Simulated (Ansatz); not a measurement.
Consider BiB in the zinc blende structure (space group F-43m, No. 216; a = 5.4567 Å; a hypothetical phase, not in the database extracts checked).

One thing is altered: a fraction x = 0.667 of the Bi sites is given to P, ordered in a cell of 6 atoms (starting symmetry P3m1) and fully relaxed.

The other end (x = 1) is BP in the zinc blende structure (space group F-43m, No. 216): 11.54 Å³/atom, gap 1.11 eV.

Levels (all Ansatz, a first-principles code, PAW, earlier PAW set): PBEsol (420 eV, scalar-relativistic without spin-orbit coupling); r2SCAN (500 eV, spin-orbit coupling left out).

The geometry is relaxed with PBEsol.

* **PBEsol pressure**: 0.0 GPa

Q: How does going to r2SCAN change the pressure?

A: The pressure goes from zero to 1.9 GPa.

Single points use the geometry relaxed with PBEsol. Their cutoffs differ, which shifts pressures a little. Each cell is one ordered arrangement of few atoms, which overstates ordering effects compared with a random alloy. With Bi present, leaving out spin-orbit coupling can change the band edges. Whether these cells are dynamically stable was not tested. All final runs are without spin polarisation. The zero or small gap of BiB3P2 can change with the level of theory.
